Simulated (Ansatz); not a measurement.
Input and output of a self-consistent single point for AlRu₂ (Fd-3m, 6 atoms in the cell) (Ansatz, a program for electronic structure).

Method of the run: PBE (plane waves, PAW; Ansatz).

```
CELL_PARAMETERS angstrom
      0.00000     3.60488     3.60488
      3.60488     0.00000     3.60488
      3.60488     3.60488     0.00000
ATOMIC_POSITIONS crystal
  Ru 0.12500 0.12500 0.12500
  Ru 0.62500 0.12500 0.12500
  Ru 0.12500 0.62500 0.12500
  Ru 0.12500 0.12500 0.62500
  Al 0.75000 0.75000 0.75000
  Al 0.50000 0.50000 0.50000
```

Reference input (self-consistent single point, DFT, PBE, plane waves, default PAW files): kpoints.mp_grid.grid = 8 8 8; hamiltonian.xc = pbe; hamiltonian.pseudopotentials = {kind: paw} (the program's default PAW files); scf.occupations.method = fermi_dirac; scf.occupations.width = 0.0037 Ry. This run's input differs from it in these lines:

Ansatz 0.2 input:
```diff
@@ -17,3 +17,6 @@
   xc: pbe
-  pseudopotentials: { kind: paw }
+  pseudopotentials: { kind: paw_fr }
+magnetization:
+  noncollinear: true
+  spin_orbit: false
 scf:
```

Output (repeated stretches shortened):

```
SCF iter   1: F=—  HF=-24590.779605 eV  |F-HF|=—  |Δ(HF+E_count)|=         —  Δρ=9.66e-2  dr2=9.87e0  dr2_m=0.00e0 (ungated)  ethr=3.10e-3  |M|=0.00e0 ∫|m|=0.00e0 μB  |m|>n=0.0e0 m-floor=0.0e0 τ_xc=0.0e0  β_m=0.30  ⟨swp⟩=6.5  Hψ=8445  notcnv=0
all-band conjugate gradients solve this SCF's bands
preconditioner: auto → Kerker (q_TF=auto, 2.599 Å⁻¹)
spin=Noncollinear: Kerker preconditioning applied to the charge; magnetization (m_x, m_y, m_z) channels mix plain (no charge-response kernel on spin).
   [... lines left out ...]
SCF iter   7: F=—  HF=-24588.471106 eV  |F-HF|=—  |Δ(HF+E_count)|=   1.21e-4  Δρ=5.39e-5  dr2=2.88e-6  dr2_m=0.00e0 (ungated)  ethr=4.86e-8  |M|=0.00e0 ∫|m|=0.00e0 μB  |m|>n=0.0e0 m-floor=0.0e0 τ_xc=0.0e0  β_m=0.95  ⟨swp⟩=2.5  Hψ=4418  notcnv=0  defer=50
SCF iter   8: F=-24588.471105 eV  HF=-24588.471105 eV  |F-HF|=4.41e-8  |Δ(HF+E_count)|=   7.26e-7  Δρ=1.02e-5  dr2=8.99e-8  dr2_m=0.00e0 (ungated)  ethr=1.43e-10  |M|=0.00e0 ∫|m|=0.00e0 μB  |m|>n=0.0e0 m-floor=0.0e0 τ_xc=0.0e0  ⟨swp⟩=6.2  Hψ=9618  notcnv=0
SCF 1 converged in 8 iterations: F = -24588.471105 eV  dr2 = 8.99e-8
Magnetization: |M| = 0.0000 μB,  M = (+0.0000, +0.0000, +0.0000) μB
Absolute magnetization: 0.0000 μB (∫|m|)
  site 0: m = (+0.0000, +0.0000, +0.0000) μB, |m| = 0.0000 μB  (R = 1.05 Å)
  site 1: m = (+0.0000, +0.0000, +0.0000) μB, |m| = 0.0000 μB  (R = 1.05 Å)
  site 2: m = (+0.0000, +0.0000, +0.0000) μB, |m| = 0.0000 μB  (R = 1.05 Å)
  site 3: m = (+0.0000, +0.0000, +0.0000) μB, |m| = 0.0000 μB  (R = 1.05 Å)
  site 4: m = (+0.0000, +0.0000, +0.0000) μB, |m| = 0.0000 μB  (R = 1.23 Å)
  site 5: m = (+0.0000, +0.0000, +0.0000) μB, |m| = 0.0000 μB  (R = 1.23 Å)
Free energy (F): -24588.471105 eV
Internal energy: -24588.406012 eV  (E = F + TS)
E sigma→0 (E₀):  -24588.438559 eV
Entropy (-TS):   -0.065093 eV (-10.849 meV/atom)
Fermi energy:    16.182835 eV
   [... lines left out ...]
  atom   1  Ru    -0.00000000    -0.00000000    -0.00000000
   [... zero for the other atoms too ...]
--- Stress (GPa, compression-positive) ---
       -4.504648      -0.000000      -0.000000
       -0.000000      -4.504648       0.000000
        0.000000       0.000000      -4.504648
  P = ⅓ Tr σ = -4.5046 GPa (-45.046 kbar)
  The stress holds the Pulay correction. Without it, at fixed plane waves, as pw.x and ABINIT print it: P = -4.5750 GPa
```

The run converged in 8 iterations. Against the reference run the pressure stays at -4.50 GPa.

The starting cell was generated: these elements placed on a structure prototype, without a prior relaxation; it need not be a known phase or ordering of this composition. With a pressure of about -5 GPa the cell is away from its equilibrium volume at this level. Ansatz's pressure includes its estimate of the finite-basis (Pulay) stress.
